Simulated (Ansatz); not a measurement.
**Hypothetical P6_3/mmc GeS2: thickness series**

The parent structure is GeS₂ in the 2H-MoS2 type structure (space group P6_3/mmc, No. 194; a = 3.3820 Å, c = 10.3904 Å; a hypothetical phase, not in the database extracts checked; layered, stacked along the Cartesian z axis).

Free-standing slabs (3 atom(s) a layer) normal to the stacking axis with 15 Å of vacuum; in-plane cell relaxed.

The values are results of DFT with PBEsol-D3(BJ), PAW potentials and a 420 eV plane-wave cutoff in Ansatz (a program for electronic structure), no spin-orbit coupling, not measurements.

Notes on the quantities. layer's space group: with vacuum; excess energy per area of both faces: slab less bulk energy over the cell's area: twice a surface energy; uncertain by up to 0.1 J/m².

```csv
change,layer's space group,excess energy per area of both faces,shortest interatomic distance,thickness between the outermost nuclei,in-plane lattice parameter a
base,–,–,2.478 Å,–,3.382 Å
1 layer,P-6m2 (No. 187),0.92 J/m²,2.444 Å,3.05 Å,3.305 Å
2 layers,P-3m1 (No. 164),___,___,___,___
3 layers,P-6m2 (No. 187),0.8 J/m²,2.437 Å,13.25 Å,3.368 Å
```

Complete the table.


- 2 layers, excess energy per area of both faces: 0.7 J/m²
- 2 layers, shortest interatomic distance: 2.424 Å
- 2 layers, thickness between the outermost nuclei: 8.03 Å
- 2 layers, in-plane lattice parameter a: 3.364 Å

The excess energy carries the mismatch between the slab's and the bulk's meshes. Whether these cells are dynamically stable was not tested. All final runs are without spin polarisation.
